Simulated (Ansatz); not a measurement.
Evanescent states of ZnO (P6_3mc, wurtzite, 4 atoms a cell, 11.8 Å³ an atom) along the normal of (100)

These are r2SCAN (plane waves, PAW; Ansatz, a quantum-chemistry and plane-wave program) values and carry that method's errors.

The gap is the functional's own. No spin-orbit coupling. Mid-gap values are those at the computed energy nearest the middle.

Energies count from the valence-band top; κ is the least over a 10×6 mesh across the current.

```tsv
E (eV)	κ (1/Å)	where
0.04	0.047	Γ
0.12	0.078	Γ
0.20	0.096	Γ
0.28	0.109	Γ
0.36	0.118	Γ
0.44	0.123	Γ
0.52	0.126	Γ
0.60	0.127	Γ
0.68	0.126	Γ
0.76	0.123	Γ
0.84	0.117	Γ
0.92	0.109	Γ
1.00	0.098	Γ
1.08	0.082	Γ
1.16	0.058	Γ
```

### Question
How thick must the barrier be to attenuate the transmission by 10^6 when the electrodes' Fermi level lies at 0.60 eV, and what attenuation does that film give at 0.12 eV?

### Answer
d = 6 ln 10 / (2 × 0.127) = 54.4 Å. At 0.12 eV it gives 6 × 0.078/0.127 = 3.7 decades.
